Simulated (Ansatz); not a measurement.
Start from Mo in the bcc (W type) structure (space group Im-3m, No. 229; a = 3.151 Å).

Computed with r2SCAN (Ansatz, a quantum-chemistry and plane-wave program, PAW, no spin-orbit coupling).

One change was made to it. Results:

```tsv
quantity	base	after
shortest interatomic distance	2.729 Å	2.450 Å
density	10.19 g/cm³	7.62 g/cm³
```

Which change produced these results?
A. Mo → Sb
B. Mo → Nb
C. Mo → Cr

C, Mo → Cr. For comparison, the shortest interatomic distance in the other runs: Mo → Nb gives 2.860 Å; Mo → Sb gives 3.272 Å.

Whether these cells are dynamically stable was not tested. For Sb in this form, whether it has been made was not checked. Starting moments died away, wholly or in part, for Mo → Cr; another magnetic solution may exist. All final runs are without spin polarisation. Real Cr is antiferromagnetic at low temperature and ambient pressure, an order that this cell doesn't hold. This is not the structure that Sb has at room temperature and ambient pressure.
